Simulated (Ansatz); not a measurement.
The reference is Sc in the hcp (Mg type) structure (space group P6_3/mmc, No. 194).

```yaml
crystal:
  lattice:
    - [3.31943, 0.00000, 0.00000]
    - [-1.65971, 2.87471, 0.00000]
    - [0.00000, 0.00000, 5.16637]
  atoms:
    - { symbol: Sc, position: [0.33333, 0.66667, 0.75000] }
    - { symbol: Sc, position: [0.66667, 0.33333, 0.25000] }
```

Cartesian axes are those of the cell as printed.

Level of theory: PBE in Ansatz (plane waves to 420 eV, PAW, scalar-relativistic without spin-orbit coupling).

Before the change:

| Property | Result |
|---|---|
| Pressure | 0.0 GPa |
| Shortest interatomic distance | 3.216 Å |

Modification: the cell is stretched by 2.20 % along z with no lateral relaxation, atoms relaxed at fixed cell.

Task: Estimate the effect on the energy relative to the base, pressure and shortest interatomic distance.

Result: The energy rises by 3.6 meV/atom; the pressure (mean of the normal stresses, compression positive) goes from zero to -1.1 GPa; the shortest interatomic distance rises by 0.046 Å, from 3.216 Å to 3.262 Å.

Without a gap, meshes like the base's 16×16×9 leave anisotropic stresses uncertain by several tenths of a GPa, and small strain energies with them. The cells carry an imposed strain or load. Whether these cells are dynamically stable was not tested. The final runs are not spin-polarised.

Ansatz is a quantum-chemistry and plane-wave program.
